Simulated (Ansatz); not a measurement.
# OsGe (model structure, started from the WC type, P-6m2, No. 187, 2 atoms in the cell): lattice constant a by level of theory

No measured value is used here.

| level (code) | value (Å) |
|---|---|
| LDA (Ansatz) | 3.465 |
| PBE (Ansatz) | 3.535 |
| PBEsol (Ansatz) | 3.488 |
| r²SCAN (Ansatz) | 3.505 |

Density-functional levels without +SOC have no spin–orbit coupling. LDA, PBE, PBEsol, r²SCAN: the run has no spin polarisation, so it can have missed a magnetic state. Cutoffs differ between the levels. Ansatz's density-functional and Hartree–Fock values are scalar-relativistic unless marked +SOC, with PAW data made under PBE.

A model structure was made by putting elements into a prototype or built by hand; it is no filed structure, need not be a known phase, and can be a saddle point held by its symmetry.

Ansatz is a quantum-chemistry and plane-wave program.
